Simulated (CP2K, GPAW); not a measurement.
A CP2K input for a self-consistent single point of YMg3 (P-6m2, 4 atoms in the cell) (DFT LDA (Pade form), GPW, DZVP-MOLOPT-SR-GTH basis, GTH-PADE potentials (GTH_POTENTIALS)):

```
&GLOBAL
  PROJECT bulk
  RUN_TYPE ENERGY_FORCE
  PRINT_LEVEL MEDIUM
&END GLOBAL
&FORCE_EVAL
  METHOD Quickstep
  STRESS_TENSOR ANALYTICAL
  &DFT
    BASIS_SET_FILE_NAME BASIS_MOLOPT
    POTENTIAL_FILE_NAME GTH_POTENTIALS
    &QS
      METHOD GPW
      EPS_DEFAULT 1E-11
    &END QS
    &MGRID
      CUTOFF 1000
      REL_CUTOFF 50
      NGRIDS 5
    &END MGRID
    &SCF
      SCF_GUESS ATOMIC
      EPS_SCF 1E-6
      MAX_SCF 100
      ADDED_MOS 8
      &DIAGONALIZATION
        ALGORITHM STANDARD
      &END DIAGONALIZATION
      &MIXING
        METHOD BROYDEN_MIXING
        ALPHA 0.3
        NBUFFER 8
        BETA 1
      &END MIXING
      &SMEAR ON
        METHOD GAUSSIAN
        SIGMA [eV] 0.1
      &END SMEAR
    &END SCF
    &KPOINTS
      SCHEME MONKHORST-PACK 12 12 4
      GAMMA_CENTERED T
    &END KPOINTS
    &XC
      &XC_FUNCTIONAL PADE
      &END XC_FUNCTIONAL
    &END XC
    &PRINT
      &MO
        EIGENVALUES T
        OCCUPATION_NUMBERS T
        NDIGITS 8
        FILENAME mo
        &EACH
          QS_SCF 0
        &END EACH
        ADD_LAST NUMERIC
      &END MO
      &MULLIKEN ON
      &END MULLIKEN
    &END PRINT
  &END DFT
  &SUBSYS
    &CELL
      ABC 3.24183000 3.24182988 10.71364400
      ALPHA_BETA_GAMMA 90.00000000 90.00000000 120.00000119
      PERIODIC XYZ
    &END CELL
    &COORD
      SCALED
      Y        0.66666700     0.33333300     0.50000000
      Mg       0.66666700     0.33333300     0.00000000
      Mg       0.33333300     0.66666700     0.24212000
      Mg       0.33333300     0.66666700     0.75788000
    &END COORD
    &KIND Y
      BASIS_SET DZVP-MOLOPT-SR-GTH-q11
      POTENTIAL GTH-PADE-q11
    &END KIND
    &KIND Mg
      BASIS_SET DZVP-MOLOPT-SR-GTH-q10
      POTENTIAL GTH-PADE-q10
    &END KIND
  &END SUBSYS
  &PRINT
    &FORCES ON
    &END FORCES
    &STRESS_TENSOR ON
    &END STRESS_TENSOR
  &END PRINT
&END FORCE_EVAL
```

Task: Translate this input to GPAW.

Result: This is the input that was run; spellings and numerical settings could be chosen otherwise.

```python
from ase import Atoms
from ase.units import GPa
from gpaw import GPAW

atoms = Atoms(['Y', 'Mg', 'Mg', 'Mg'],
              cell=[[3.241830, 0.000000, 0.000000],
                    [-1.620915, 2.807507, 0.000000],
                    [0.000000, 0.000000, 10.713644]],
              positions=[[1.620917, 0.935835, 5.356822],
                         [1.620917, 0.935835, 0.000000],
                         [-0.000002, 1.871672, 2.593987],
                         [-0.000002, 1.871672, 8.119657]],
              pbc=True)

calc = GPAW(mode={'name': 'pw', 'ecut': 800},
            xc='LDA',
            kpts={'size': (12, 12, 4), 'gamma': True},
            occupations={'name': 'methfessel-paxton', 'width': 0.1, 'order': 0},
            nbands=-12,
            convergence={'forces': 0.001},
            symmetry={'symmorphic': False, 'tolerance': 0.0005},
            maxiter=100)

atoms.calc = calc

energy = atoms.get_potential_energy()
print('Energy (eV):', round(energy, 6))
forces = atoms.get_forces()
print('Forces (eV/Ang):')
print(forces.round(5))
stress = atoms.get_stress()
print('Stress (GPa, Voigt):', (stress / GPa).round(4))
```

Basis, cutoffs, solver keys and any potentials are the target program's own. This input uses DFT LDA (Perdew-Wang 92), plane waves, GPAW PAW datasets LDA (gpaw-data 1.0.1). LDA parametrisations can differ slightly between programs.

The starting cell comes from a database of computed structures (which also holds hypothetical and non-ambient phases and stackings), without a prior relaxation at this level. For this run, on top of that: lattice scaled by 0.98.
